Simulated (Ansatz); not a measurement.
Consider the energy change from cell B to cell A (1 H replaced by F, in a slab cell with eight atoms a plane). Reaction: cell B + BF (gas) → cell A + BH (gas). Negative: the products are lower in energy.

Cell A: a slab of Si (diamond, Fd-3m) cut along (100), 66 atoms, rectangular cell of 7.74 × 15.47 Å (119.7 Å²), symmetry Pm within 0.02 Å, 10.8 Å thick under 15 Å of vacuum, in-plane vectors held at the crystal's; planes from bottom to top: H8 | Si8H8 | Si8 × 5 | B | F, its two faces unlike (dipole correction applied); added, foreign or displaced atoms, above the top plane and below the bottom plane and within the planes: Si2BF bound through Si to 2 Si at 2.34 Å; two times Si2 bound through Si to 2 Si at 2.32 Å; Si bound to 3 Si at 2.31 Å; two times H bound to 1 Si at 1.51 Å; 14 times H bound to 1 Si at 1.50 Å; spin state with PBE: run without spin, k-point mesh 3×2×1.
```
CELL_PARAMETERS angstrom
      7.73573     0.00000     0.00000
      0.00000    15.47147     0.00000
      0.00000     0.00000    26.24548
ATOMIC_POSITIONS crystal
  Si 0.99989 0.99926 0.34161
  Si 0.99905 0.25398 0.33984
  Si 0.99998 0.49966 0.34052
  Si 0.00097 0.75477 0.34068
  Si 0.50011 0.99926 0.34161
  Si 0.50095 0.25398 0.33984
  Si 0.50002 0.49966 0.34052
  Si 0.49903 0.75477 0.34068
  Si 0.25000 0.97488 0.39004
  Si 0.25000 0.23210 0.38847
  Si 0.25000 0.47653 0.38920
  Si 0.25000 0.73308 0.39028
  Si 0.75000 0.97440 0.39013
  Si 0.75000 0.23040 0.38910
  Si 0.75000 0.47556 0.38897
  Si 0.75000 0.73181 0.38910
  Si 0.25000 0.10465 0.43673
  Si 0.25000 0.35422 0.44385
  Si 0.25000 0.60437 0.43768
  Si 0.25000 0.85448 0.44667
  Si 0.75000 0.10309 0.43786
  Si 0.75000 0.35329 0.44362
  Si 0.75000 0.60381 0.43728
  Si 0.75000 0.85275 0.44553
  Si 0.00167 0.10572 0.48770
  Si 0.99944 0.35612 0.49683
  Si 0.99960 0.61013 0.48786
  Si 0.99841 0.85565 0.49948
  Si 0.49833 0.10572 0.48770
  Si 0.50056 0.35612 0.49683
  Si 0.50040 0.61013 0.48786
  Si 0.50159 0.85565 0.49948
  Si 0.98823 0.98931 0.54518
  Si 0.00430 0.22520 0.54469
  Si 0.99986 0.48708 0.54461
  Si 0.99938 0.72429 0.54743
  Si 0.51177 0.98931 0.54518
  Si 0.49570 0.22520 0.54469
  Si 0.50014 0.48708 0.54461
  Si 0.50062 0.72429 0.54743
  Si 0.25000 0.02487 0.58659
  Si 0.25000 0.18214 0.59042
  Si 0.25000 0.55703 0.57052
  Si 0.25000 0.69742 0.59800
  Si 0.75000 0.01945 0.59926
  Si 0.75000 0.16175 0.57267
  Si 0.75000 0.55679 0.57093
  Si 0.75000 0.69727 0.59850
  H  0.99965 0.09649 0.33793
  H  0.99953 0.96907 0.28737
  H  0.99668 0.34955 0.33002
  H  0.99874 0.21362 0.28804
  H  0.99848 0.59658 0.33623
  H  0.00112 0.46764 0.28671
  H  0.99984 0.85012 0.33039
  H  0.00418 0.71400 0.28898
  H  0.50035 0.09649 0.33793
  H  0.50047 0.96907 0.28737
  H  0.50332 0.34955 0.33002
  H  0.50126 0.21362 0.28804
  H  0.50152 0.59658 0.33623
  H  0.49888 0.46764 0.28671
  H  0.50016 0.85012 0.33039
  H  0.49582 0.71400 0.28898
  B  0.25000 0.09770 0.64942
  F  0.25000 0.09686 0.69939
```

Cell B: a slab of Si (diamond, Fd-3m) cut along (100), 66 atoms, rectangular cell of 7.74 × 15.47 Å (119.7 Å²), symmetry Pm within 0.02 Å, 10.7 Å thick under 16 Å of vacuum, in-plane vectors held at the crystal's; planes from bottom to top: H8 | Si8H8 | Si8 × 5 | B | H, its two faces unlike (dipole correction applied); added, foreign or displaced atoms, above the top plane and below the bottom plane and within the planes: Si2BH bound through Si to 2 Si at 2.34 Å; two times Si bound to 3 Si at 2.29–2.32 Å; Si2 bound through Si to 2 Si at 2.32 Å; two times H bound to 1 Si at 1.51 Å; 14 times H bound to 1 Si at 1.50 Å; spin state with PBE: run without spin, k-point mesh 3×2×1.
```
CELL_PARAMETERS angstrom
      7.73573     0.00000     0.00000
      0.00000    15.47147     0.00000
      0.00000     0.00000    26.20762
ATOMIC_POSITIONS crystal
  Si 0.00005 0.99901 0.34180
  Si 0.99894 0.25448 0.34055
  Si 0.00003 0.49957 0.34130
  Si 0.00064 0.75475 0.34129
  Si 0.49995 0.99901 0.34180
  Si 0.50106 0.25448 0.34055
  Si 0.49997 0.49957 0.34130
  Si 0.49936 0.75475 0.34129
  Si 0.25000 0.97486 0.39044
  Si 0.25000 0.23208 0.38911
  Si 0.25000 0.47629 0.39002
  Si 0.25000 0.73288 0.39082
  Si 0.75000 0.97436 0.39040
  Si 0.75000 0.23033 0.38984
  Si 0.75000 0.47542 0.38979
  Si 0.75000 0.73170 0.38997
  Si 0.25000 0.10451 0.43733
  Si 0.25000 0.35407 0.44477
  Si 0.25000 0.60425 0.43847
  Si 0.25000 0.85441 0.44717
  Si 0.75000 0.10282 0.43833
  Si 0.75000 0.35311 0.44457
  Si 0.75000 0.60365 0.43821
  Si 0.75000 0.85307 0.44622
  Si 0.00187 0.10565 0.48839
  Si 0.99952 0.35584 0.49786
  Si 0.99978 0.61004 0.48878
  Si 0.99873 0.85577 0.50020
  Si 0.49813 0.10565 0.48839
  Si 0.50048 0.35584 0.49786
  Si 0.50022 0.61004 0.48878
  Si 0.50127 0.85577 0.50020
  Si 0.98803 0.98945 0.54587
  Si 0.00404 0.22465 0.54556
  Si 0.99997 0.48693 0.54566
  Si 0.99958 0.72442 0.54827
  Si 0.51197 0.98945 0.54587
  Si 0.49596 0.22465 0.54556
  Si 0.50003 0.48693 0.54566
  Si 0.50042 0.72442 0.54827
  Si 0.25000 0.02586 0.58738
  Si 0.25000 0.18127 0.59058
  Si 0.25000 0.55721 0.57141
  Si 0.25000 0.69765 0.59903
  Si 0.75000 0.01855 0.60024
  Si 0.75000 0.16111 0.57398
  Si 0.75000 0.55701 0.57160
  Si 0.75000 0.69745 0.59936
  H  0.99916 0.09613 0.33780
  H  0.99974 0.96807 0.28767
  H  0.99664 0.35016 0.33094
  H  0.99852 0.21437 0.28861
  H  0.99803 0.59654 0.33731
  H  0.00106 0.46813 0.28729
  H  0.99937 0.85020 0.33108
  H  0.00346 0.71432 0.28940
  H  0.50084 0.09613 0.33780
  H  0.50026 0.96807 0.28767
  H  0.50336 0.35016 0.33094
  H  0.50148 0.21437 0.28861
  H  0.50197 0.59654 0.33731
  H  0.49894 0.46813 0.28729
  H  0.50063 0.85020 0.33108
  H  0.49654 0.71432 0.28940
  B  0.25000 0.09886 0.64930
  H  0.25000 0.09834 0.69485
```

Reference: an isolated BH molecule (singlet) in a box of 11 × 11 × 13 Å.

Reference: an isolated BF molecule (singlet) in a box of 11 × 11 × 13 Å.

Computed with Ansatz (plane waves, PAW), its default PAW set, cutoff 420 eV, 500 eV for r2SCAN. The structures are at rest with PBE, within the held lattices; other levels are single points on them. HSE06 runs on coarser k-point meshes, mended by the PBE difference between the two meshes. Neutral cells; Fermi-Dirac smearing of at most 0.05 eV in the solids, energies taken to zero width. The lattices are those relaxed with PBE, so at other levels the solids can be strained, which adds to the spread. Larger cells are relaxed from a start prepared with the learned potential CHGNet, on a coarser mesh till forces fall under 0.03 eV/Å, which some starts already meet. A dispersion term (D3(BJ), or D4 for r2SCAN) was computed beside these levels and is taken off wherever the name lacks it. Static lattices, no vibrational contributions. The structures are the rest points that the relaxations reached, not proven lowest. No correction for cell size. Cell A has symmetry Pm within 0.02 Å and got no random move, so less symmetric positions, which may lie lower, weren't tried. Cell B has symmetry Pm within 0.02 Å and got no random move, so less symmetric positions, which may lie lower, weren't tried.

What value does r2SCAN give?

1.81 eV, for cell B + BF (gas) → cell A + BH (gas).

List the value at the remaining levels and say how far they part.


```csv
Method,value (eV),less r2SCAN
PBE,1.78,-0.03
HSE06,1.75,-0.06
```

The levels shown span 0.06 eV, from HSE06 (1.75) to r2SCAN (1.81).

Ansatz is a program for electronic structure.
